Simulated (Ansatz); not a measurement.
Structures of equal composition on the (110) surface of germanium: P on one of 2 surface atoms, no caps; P on one of 2 atoms under the surface, no caps. The slabs share one bottom face, and each structure is named by its start. These are constructed structures in small cells; real faces may alloy, dewet or reconstruct in larger ones, and not all known structures of the face are among them. Slabs of about 15 Å, Fermi-Dirac smearing of 0.025 eV. Bottom of the slabs: built like the top, H on every dangling bond, free. Relaxed from the named starts with such symmetry as they have, on meshes of like density; energies extrapolated to zero smearing; spin only where a row says so; no spin-orbit coupling, no U. Brackets mark spin-polarised runs, whose order is one that fits the cell. Where a second, spin-polarised start was run, the lower counts.

The numbers are results of PBE (plane waves to 420 eV, PAW; Ansatz, a program for electronic structure), not measurements.

Problem. Order them by energy per 1x1 cell (lowest first) at the level PBE.

Solution. P on one of 2 surface atoms, no caps (0.000 eV [spin, 0.7 μB a cell], no gap on the mesh), P on one of 2 atoms under the surface, no caps (0.340 eV (like top atoms buckled by 0.9 Å) [spin start, no net moment], no gap on the mesh)
